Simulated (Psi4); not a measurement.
Psi4 1.11, B3LYP/def2-svp, scf_type pk: Mo(NH)2(OH)(Me) ([CH3][Mo](=[NH])(=[NH])[OH]), 11 atoms. The geometry is a generated start, not checked to be a minimum at this level.

```json
{
  "task": "energy",
  "method": "b3lyp",
  "basis": "def2-svp",
  "memory": "7 GB",
  "e_convergence": "1e-08",
  "d_convergence": "1e-07",
  "guess": "auto, which took SAD (default)",
  "diis_max_vecs": "10 (default)",
  "scf_initial_accelerator": "adiis (default)",
  "dft_radial_points": "75 (default)",
  "dft_spherical_points": "302 (default)",
  "effective_core_potentials": "those of the basis set, past Kr",
  "basis_functions": "117",
  "grid_points": "238120"
}
```

```xyz
11

Mo    -0.2520     0.2479    -0.5481
N     -1.6977    -0.7111    -0.6161
H     -2.5212    -1.2783    -0.7906
N      0.9713    -0.3348    -1.6307
H      1.5863    -0.6913    -2.3534
O     -0.3790     1.9950    -0.2364
H     -0.4715     2.9489    -0.1846
C      0.5736    -0.4616     1.3230
H      0.7457    -1.5410     1.3732
H     -0.0953    -0.2022     2.1565
H      1.5397     0.0286     1.5072
```

The reference run uses exact four-centre integrals (scf_type = pk). One run each, on a shared machine, so no times are given.

Settings tried, all else as in the reference:
- scf_type = dfdirj+snlink
- scf_type = cd, cholesky_tolerance = 1e-05
- scf_type = mem_df
- scf_type = cd, cholesky_tolerance = 1e-06
- scf_type = dfdirj+link
- scf_type = cd, cholesky_tolerance = 0.0001 (default)
- scf_type = dfdirj+cosx, cosx_radial_points_final = 50, cosx_spherical_points_final = 194
- scf_type = cd, cholesky_tolerance = 0.001
- scf_type = dfdirj+cosx
- scf_type = dfdirj+cosx, cosx_radial_points_final = 75, cosx_spherical_points_final = 302
- scf_type = dfdirj+cosx, cosx_radial_points_final = 25, cosx_spherical_points_final = 50
- scf_type = cd, cholesky_tolerance = 0.01

**Question.** Which settings reproduce the reference to 1.0 meV/atom in energy?

**Answer.** Within it: scf_type = cd, cholesky_tolerance = 1e-06; scf_type = dfdirj+cosx; scf_type = cd, cholesky_tolerance = 1e-05; scf_type = mem_df; scf_type = dfdirj+cosx, cosx_radial_points_final = 75, cosx_spherical_points_final = 302; scf_type = dfdirj+snlink; scf_type = dfdirj+link; scf_type = dfdirj+cosx, cosx_radial_points_final = 50, cosx_spherical_points_final = 194; scf_type = dfdirj+cosx, cosx_radial_points_final = 25, cosx_spherical_points_final = 50. At the edge (between 0.75 and 1.33 times the tolerance): scf_type = cd, cholesky_tolerance = 0.0001 (default). Outside: scf_type = cd, cholesky_tolerance = 0.001; scf_type = cd, cholesky_tolerance = 0.01.

```csv
setting,energy against the reference
"scf_type = cd, cholesky_tolerance = 1e-06",+0.0049 meV/atom
scf_type = dfdirj+cosx,−0.040 meV/atom
"scf_type = cd, cholesky_tolerance = 1e-05",−0.13 meV/atom
scf_type = mem_df,−0.13 meV/atom
"scf_type = dfdirj+cosx, cosx_radial_points_final = 75, cosx_spherical_points_final = 302",−0.23 meV/atom
scf_type = dfdirj+snlink,−0.24 meV/atom
scf_type = dfdirj+link,−0.24 meV/atom
"scf_type = dfdirj+cosx, cosx_radial_points_final = 50, cosx_spherical_points_final = 194",−0.25 meV/atom
"scf_type = dfdirj+cosx, cosx_radial_points_final = 25, cosx_spherical_points_final = 50",+0.44 meV/atom
"scf_type = cd, cholesky_tolerance = 0.0001 (default)",−1.3 meV/atom
"scf_type = cd, cholesky_tolerance = 0.001",−5.5 meV/atom
"scf_type = cd, cholesky_tolerance = 0.01",+6.4 meV/atom
```

Total energies are compared; such shifts often cancel in part in energy differences. The DFDIRJ builders fit J, which adds its shift to that of exchange. Psi4 runs the final COSX grid once, on the density of the start grid. No test of the SCF solution's stability was run. Also tried and not ranked: scf_type = direct (same energy as a listed run). The tolerance is a choice made for this comparison.
